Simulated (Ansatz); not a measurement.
The starting structures come from a database of crystals and need not be the phases stable at ambient conditions.

 Where the default PAW files enter, the runs use the earlier of Ansatz's two default sets.

The decay constant κ of evanescent states in the gap governs leakage through a thin film.

Here is the system:

```xyz
10
Lattice="5.3636 0.0000 0.0000 1.3697 7.5058 0.0000 0.0000 0.0000 4.0385" Properties=species:S:1:pos:R:3 pbc="T T T"
La     5.4209     5.5237     1.0096
La     1.3123     1.9821     3.0288
C      3.9935     2.6890     1.0096
C      2.7397     4.8169     3.0288
N      3.9528     4.9596     3.0288
N      2.7804     2.5462     1.0096
N      1.5047     4.6420     3.0288
N      5.2285     2.8638     1.0096
Cl     2.6787     7.1906     1.0096
Cl     4.0546     0.3152     3.0288
```

Space group of this cell: P2_1/m. The cell is taken as given; by r2SCAN its mean pressure is -1.9 GPa.

Transport runs along the normal of the first two printed cell vectors.

No gap correction and no spin-orbit coupling; mid-gap values are interpolated between computed energies.

**Question.** State the band gap and the smallest decay constant κ at mid-gap according to r2SCAN (Ansatz, a quantum-chemistry and plane-wave program).

**Answer.** Gap 3.66 eV on a 6×4×8 mesh; κ = 0.494 1/Å, at the zone centre.
